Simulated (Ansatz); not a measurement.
SrTiO3, response to strain

Take SrTiO$_{3}$ in the cubic perovskite structure (space group Pm-3m, No. 221; a = 3.854 Å) as the base. Axes: x, y, z lie along the cube axes.

Strains are applied to the cell and any free atomic positions relax; under biaxial strain the out-of-plane vector relaxes too.

All numbers come from Ansatz (a quantum-chemistry and plane-wave program) LDA, no spin-orbit coupling.

Notes on the quantities. in-plane stress: mean in-plane stress (compression positive).

```json
[
 {"variant": "base", "in-plane stress": "–", "smallest direct gap": "2.17 eV", "band gap": "1.85 eV"},
 {"variant": "biaxial strain +0.60 %, plane normal [001], relaxed out of plane", "in-plane stress": "-2.5 GPa", "smallest direct gap": "2.15 eV", "band gap": "1.82 eV"},
 {"variant": "biaxial strain +1.20 %, plane normal [001], relaxed out of plane", "in-plane stress": "-4.8 GPa", "smallest direct gap": "2.12 eV", "band gap": "1.79 eV"},
 {"variant": "biaxial strain +1.80 %, plane normal [001], relaxed out of plane", "in-plane stress": "-7.0 GPa", "smallest direct gap": "2.09 eV", "band gap": "1.76 eV"},
 {"variant": "biaxial strain +2.40 %, plane normal [001], relaxed out of plane", "in-plane stress": "-9.1 GPa", "smallest direct gap": "2.07 eV", "band gap": "1.73 eV"},
 {"variant": "biaxial strain +3.00 %, plane normal [001], relaxed out of plane", "in-plane stress": "?", "smallest direct gap": "?", "band gap": "?"}
]
```

Complete the table.


- biaxial strain +3.00 %, plane normal [001], relaxed out of plane, in-plane stress: -11.0 GPa
- biaxial strain +3.00 %, plane normal [001], relaxed out of plane, smallest direct gap: 2.04 eV
- biaxial strain +3.00 %, plane normal [001], relaxed out of plane, band gap: 1.71 eV

Stability against distortions was not tested. All final runs are without spin polarisation. Many cubic perovskites are stable only at high temperature; tilts and polar distortions were not tested.
